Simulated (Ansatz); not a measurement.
Results of r²SCAN in Ansatz (plane waves, PAW) for CeAu2 (Imma, No. 74; cell taken from a computed entry).

Numerical settings: plane-wave cutoff 500 eV, 14×14×14 k mesh, Fermi–Dirac smearing 0.1 eV, spin-polarised start, scalar-relativistic PAW data made under PBE.

Computed at the level's own relaxed cell.

Question: Estimate the equilibrium volume per atom that the calculation returns.

Answer: 
- equilibrium volume per atom: 23.26 Å³/atom

Note: the magnetic order was assumed, not searched for or taken from measurement; the relaxation could not lower the start's symmetry, so the cell can be a saddle point above a distorted one; the 4f shell is treated without U or exact exchange, so its levels and filling can be wrong.

Spin–orbit coupling is not included; it can shift volumes and moduli of such heavy elements.

It cost roughly 3 core-hours of CPU time.

Ansatz is a quantum-chemistry and plane-wave program.
